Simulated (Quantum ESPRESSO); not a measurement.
Input and output of a self-consistent single point for LuBRh3 (P4mm, 5 atoms in the cell) (Quantum ESPRESSO).

Level of theory: PBEsol, SSSP 1.1.2 efficiency (PBE) pseudopotentials (plane waves; Quantum ESPRESSO 7.5).

```
CELL_PARAMETERS angstrom
      4.15822     0.00000     0.00000
      0.00000     4.15822     0.00000
      0.00000     0.00000     4.15822
ATOMIC_POSITIONS crystal
  Lu 0.00000 0.00000 0.01202
  B  0.50000 0.50000 0.50000
  Rh 0.00000 0.50000 0.50000
  Rh 0.50000 0.00000 0.50000
  Rh 0.50000 0.50000 0.00000
```

Reference input (self-consistent single point, DFT, PBEsol, plane waves, SSSP 1.1.2 efficiency (PBE) pseudopotentials): ecutwfc = 60 Ry; ecutrho = 480 Ry; occupations = smearing; smearing = gaussian; degauss = 0.0073499 Ry; input_dft = pbesol; potentials = {Lu: Lu.GGA-PBE-paw-v1.0.UPF, B: b_pbe_v1.4.uspp.F.UPF, Rh: Rh_ONCV_PBE-1.0.oncvpsp.upf}; K_POINTS = automatic 4 4 4 0 0 0; conv_thr = 1e-09 Ry. This run's input differs from it in these lines:

```diff
@@ -13,5 +13,3 @@
   ecutrho = 480
-  occupations = 'smearing'
-  smearing = 'gaussian'
-  degauss = 0.0073499
+  occupations = 'tetrahedra_opt'
   input_dft = 'pbesol'
```

Output, abridged:

```
     Self-consistent Calculation

     iteration #  1     ecut=    60.00 Ry     beta= 0.70

     Threshold (ethr) on eigenvalues was too large:
     Diagonalizing with lowered threshold

     total energy              =   -1728.01193587 Ry
     estimated scf accuracy    <       0.39911005 Ry

     iteration #  2     ecut=    60.00 Ry     beta= 0.70

     total energy              =   -1727.97728387 Ry
     estimated scf accuracy    <       1.26647996 Ry

     iteration #  3     ecut=    60.00 Ry     beta= 0.70

     total energy              =   -1728.23140060 Ry
     estimated scf accuracy    <       0.04849011 Ry

   [... 95 blocks of this kind left out ...]

     iteration # 99     ecut=    60.00 Ry     beta= 0.70

     total energy              =   -1728.23934258 Ry
     estimated scf accuracy    <       0.00001418 Ry

     iteration #100     ecut=    60.00 Ry     beta= 0.70

     total energy              =   -1728.23934265 Ry
     estimated scf accuracy    <       0.00001403 Ry
     End of self-consistent calculation

     convergence NOT achieved after 100 iterations: stopping

   JOB DONE.
```

The run ended unconverged after 100 iterations. 

The starting cell comes from a database of computed structures (which also holds hypothetical and non-ambient phases and stackings), without a prior relaxation at this level. Its lattice was rescaled by up to half a per cent. One atom was moved a little off its site on purpose.

Cost on one core of a shared machine: roughly 10 min.
